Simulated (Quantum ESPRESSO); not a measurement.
A user runs Quantum ESPRESSO on YCo12B6 (R-3m, 19 atoms in the cell) and asks whether the run is sound. The aim is a self-consistent single point with DFT, PBEsol, plane waves, PSlibrary ultrasoft (PBE) pseudopotentials.

Cell that was meant: a = 6.0378 Å, b = 6.0378 Å, c = 6.0378 Å, α = 104.08°, β = 104.08°, γ = 104.08°.

Part of the input:

```fortran
   occupations = 'smearing',
   smearing = 'marzari-vanderbilt',
   degauss = 0.0036749,
   tot_charge = 1,
   nspin = 2,
   starting_magnetization(2) = 0.333,
   input_dft = 'pbesol',
```

Output (repeated stretches shortened):

```
     file Y.pbe-spn-rrkjus_psl.1.0.0.UPF: wavefunction(s)  4S renormalized
   [... lines left out ...]
        k(    4) = (  -0.2113875   0.3661339  -0.0000000), wk =   0.2222222
        k(    5) = (   0.0000000   0.0000000   0.8057385), wk =   0.0740741
        k(    6) = (   0.0000000   0.4881786   0.2685795), wk =   0.2222222

     Dense  grid:   146159 G-vectors     FFT dimensions: (  72,  72,  72)

     Smooth grid:    63249 G-vectors     FFT dimensions: (  54,  54,  54)

     Initial potential from superposition of free atoms

     starting charge     136.9910, renormalised to     136.0000
     Self-consistent Calculation

     iteration #  1     ecut=    50.00 Ry     beta= 0.30

     Threshold (ethr) on eigenvalues was too large:
     Diagonalizing with lowered threshold

     total energy              =   -1031.80410293 Ry
     estimated scf accuracy    <       1.31340260 Ry

     total magnetization       =    17.14 Bohr mag/cell
     absolute magnetization    =    18.44 Bohr mag/cell

     iteration #  2     ecut=    50.00 Ry     beta= 0.30

     total energy              =   -1031.67657186 Ry
     estimated scf accuracy    <       2.25559707 Ry

   [... lines left out ...]
     atom  10 (R=0.140)  charge=  6.6142  magn=  0.9391
     atom  11 (R=0.140)  charge=  6.6142  magn=  0.9391
     atom  12 (R=0.140)  charge=  6.6142  magn=  0.9391
     atom  13 (R=0.140)  charge=  6.6142  magn=  0.9391
     atom  14 (R=0.140)  charge=  1.8531  magn= -0.0432
     atom  15 (R=0.140)  charge=  1.8531  magn= -0.0432
     atom  16 (R=0.140)  charge=  1.8531  magn= -0.0432
     atom  17 (R=0.140)  charge=  1.8531  magn= -0.0432
     atom  18 (R=0.140)  charge=  1.8531  magn= -0.0432
     atom  19 (R=0.140)  charge=  1.8531  magn= -0.0432
     End of self-consistent calculation

     the Fermi energy is    12.7209 ev

!    total energy              =   -1032.27260113 Ry
     estimated scf accuracy    <          5.0E-11 Ry
     smearing contrib. (-TS)   =      -0.00037095 Ry
     internal energy E=F+TS    =   -1032.27223019 Ry

     total magnetization       =     6.47 Bohr mag/cell
     absolute magnetization    =     8.06 Bohr mag/cell

     convergence has been achieved in  31 iterations

     Forces acting on atoms (cartesian axes, Ry/au):

     atom    1 type  1   force =    -0.00000000    0.00000000   -0.00000000
     atom    2 type  2   force =    -0.00245927   -0.00425958    0.00000000
     atom    3 type  2   force =     0.00245927    0.00425958    0.00000000
   [... lines left out ...]

     Total force =     0.038124     Total SCF correction =     0.000009

          total   stress  (Ry/bohr**3)                   (kbar)     P=     -309.91
  -0.00211562   0.00000000   0.00000000         -311.22        0.00        0.00
   0.00000000  -0.00211562   0.00000000            0.00     -311.22        0.00
  -0.00000000   0.00000000  -0.00208902           -0.00        0.00     -307.31

   JOB DONE.
```

Question: Is this run sound? If not, what is wrong?

Answer: The run is not sound. The fault is an unintended net charge. A charged periodic cell changes the electron count and is neutralised by a uniform background, so energy, forces and pressure belong to another system. To fix it, remove the charge. The run converged in 31 iterations without an error; against the sound input the pressure goes from -17.03 to -30.99 GPa, the largest force goes from 0.266 to 0.305 eV/Å and the size of the net moment goes from 0.38 to 0.34 μB/atom.

An input that runs soundly differs in these lines (not the only fix; some lines may just follow from the change or write a value another way):
```diff
-   tot_charge = 1,
```

With that input, the run converged in 27 iterations: free energy E − TS -14032.0006 eV; Fermi level (on the code's own zero) 12.85 eV; pressure -17.03 GPa; largest force (vector length) 0.266 eV/Å; size of the cell's spin moment 7.27 μB (DFT, PBEsol, plane waves, PSlibrary ultrasoft (PBE) pseudopotentials).

On the sound input: the starting cell comes from a database of computed structures (which also holds hypothetical and non-ambient phases and stackings), without a prior relaxation at this level. Its lattice was rescaled by a random factor within 2.5 % of one. The magnetic order is the one reached from the typed start; others were not searched systematically. With a pressure of about -17 GPa the cell is away from its equilibrium volume at this level. Without a gap this mesh is coarse (it stands for a supercell whose shortest vector is 18 Å).
